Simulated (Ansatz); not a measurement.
How the lattice parameter c of As (model structure, started from the lonsdaleite type, P6₃/mmc, No. 194, 4 atoms in the cell) moves with the method

No measured value is used here.

```tsv
level (code)	value (Å)
LDA (Ansatz)	(withheld)
PBE (Ansatz)	5.843
PBEsol (Ansatz)	5.655
PBE-D3(BJ) (Ansatz)	5.690
r²SCAN (Ansatz)	(withheld)
r²SCAN+rVV10 (Ansatz)	5.707
```

Question: Complete the blanks.

Answer: 
- LDA (Ansatz, a program for electronic structure), value (Å): 5.598
- r²SCAN (Ansatz), value (Å): 5.755

Cutoffs differ between the levels. Ansatz's density-functional and Hartree–Fock values are scalar-relativistic unless marked +SOC, with PAW data made under PBE.

A model structure was made by putting elements into a prototype or built by hand; it is no filed structure, need not be a known phase, and can be a saddle point held by its symmetry.
